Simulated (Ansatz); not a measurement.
We consider Bi (C2/m, No. 12, 2 atoms in the cell; start mp-23157; another form than the element's usual one), described by PBEsol in Ansatz (plane waves, PAW).

Settings: plane-wave cutoff 520 eV, 12×12×18 k mesh (along the axes of the cell as run), Fermi–Dirac smearing 0.05 eV, scalar-relativistic PAW data made under PBE.

Cell (relaxed at this level):

```
CELL_PARAMETERS angstrom
      3.44196    -3.06608    -0.02483
      3.44196     3.06608    -0.02483
     -1.26555     0.00000     3.07365
ATOMIC_POSITIONS crystal
  Bi 0.24769 0.24769 0.14734
  Bi 0.75231 0.75231 0.85266
```

What does this level give for the bulk modulus B0?


- bulk modulus B0 = 52.8 GPa

The run finds no gap.

Note: the bulk modulus is −V dP/dV from two relaxed cells at ±2 % in volume; the relaxation could not lower the start's symmetry, so the cell can be a saddle point above a distorted one.

Spin–orbit coupling is not included; it can shift volumes and moduli of such heavy elements.

Computed values are for the static lattice.

Computing time: roughly 5 core-minutes.

A start named mp-… is a Materials Project structure, which need not be a measured phase.

Ansatz is a program for electronic structure.
